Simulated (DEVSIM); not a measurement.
Structure: Si p+/n-/n+ power diode, at 300 K.

```csv
layer (left to right),material,thickness (μm),Nd (cm⁻³),Na (cm⁻³),τn (s),τp (s)
1,Si,4.70,-,2.1e18,2.9e-7,2.9e-7
2,Si,4.00,5.6e14,-,2.9e-7,2.9e-7
3,Si,1.40,3.2e18,-,2.9e-7,2.9e-7
```

Left contact: ohmic. Right contact: ohmic. Voltage is applied to the left contact. Recombination: SRH at mid-gap. Mobility is μmin + (μ − μmin)/(1 + (N/Nref)^α).

The device is made up for the run: typed textbook-type constants, with dimensions and the other settings drawn at random. Values at 300 K.

```
parameter           Si
-------------  -------
gap (eV)         1.124
affinity (eV)     4.05
permittivity      11.7
Nc (cm⁻³)      2.86e19
Nv (cm⁻³)       3.1e19
μn (cm²/Vs)       1417
μp (cm²/Vs)        470
μn,min              52
μp,min              45
Nref,n          9.7e16
Nref,p          2.2e17
αn                0.68
αp                0.72
```

Simulated with DEVSIM: 1D drift-diffusion, Boltzmann statistics, complete ionisation; no tunnelling, impact ionisation, image-force lowering or self-heating.

### Question
Give the dark forward current.

### Answer

(V (V), J (A/cm²)): (0.05, 7.1e-8); (0.10, 2.6e-7); (0.15, 7.9e-7); (0.20, 2.3e-6); (0.25, 7.2e-6); (0.30, 2.4e-5); (0.35, 8.6e-5); (0.40, 0.00037); (0.45, 0.0018); (0.50, 0.0095); (0.55, 0.040); (0.60, 0.12); (0.65, 0.35); (0.70, 1.0); (0.75, 3.2); (0.80, 12); (0.85, 54); (0.90, 280); (0.95, 1300); (1.00, 4500)
